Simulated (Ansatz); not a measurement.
Base system: BAs in the zinc blende structure (space group F-43m, No. 216; a = 4.7679 Å). Axes: x, y, z lie along the cube axes.

Method: Kohn–Sham DFT with the PBEsol functional, run in Ansatz (a first-principles code) with PAW and 420 eV plane waves, spin-orbit coupling left out.

For the base:

```
Quantity                             Value
---------------------  -------------------
Volume per atom                   13.55 Å³
Valence-band top at Γ  0.00, 0.00, 0.00 eV
Band gap                           1.08 eV
```

Perturbation: compressive biaxial strain of 2.50 % in the plane normal to [001], as in epitaxy on a mismatched substrate; the out-of-plane cell vector and the atoms relax.

What does the calculation give for the volume per atom, valence-band top at Γ and band gap after the change?

The volume per atom decreases by 0.504 Å³ to 13.04 Å³; the valence-band top at Γ (three highest levels, from the VBM) changes from 0.00, 0.00, 0.00 eV to 0.00, 0.00, -0.40 eV; the band gap decreases by 0.33 eV (1.08 eV → 0.75 eV).

Stability against distortions was not tested.
